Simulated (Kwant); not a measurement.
Device: quantum point contact (saddle potential) in a GaN two-dimensional gas. Effective mass 0.22 mₑ, grid spacing 1.3 nm, hard walls, nominal width 40 nm (31 grid rows, so walls 41.6 nm apart), one parabolic valley, scattering region 120 nm long along x; energies count from the band bottom; Fermi energy 0.0307 eV. Potential (V0 + ½k y²) cos²(πx/L) for |x| < L/2, with V0 swept from 0.032235 to 0 eV, k = 0.00069 eV/nm², L = 29 nm. Perpendicular field 0.99 T, also in the leads; orbital effect alone.

Constants are typed, rounded textbook-type inputs, not results; the design itself was drawn at random and stands for no fabricated device.

Computed with Kwant: effective-mass tight-binding model on a square grid, one spin, coherent transport at 0 K. Conductance is in e²/h.

Sweep values stay those of the base run.

The length of the gated region was swept, all else fixed.

| length of the gated region (nm) | G (e²/h) at V0 = 16.35 meV | G (e²/h) at V0 = 8.409 meV | mean G (e²/h) over the sweep | G (e²/h) at V0 = 24.29 meV |
|---|---|---|---|---|
| 7.2 | 1.59 | 2.05 | 1.63 | 1.17 |
| 14 | 1.02 | 1.53 | 1.07 | 0.54 |
| 20 | 0.99 | 1.46 | 1.00 | 0.44 |
| 29 | 0.99 | 1.44 | 0.99 | 0.40 |
| 38 | 0.99 | 1.41 | 0.97 | … |

Problem. Fill in the missing entries.

Solution. 
- 38, G (e²/h) at V0 = 24.29 meV: 0.35
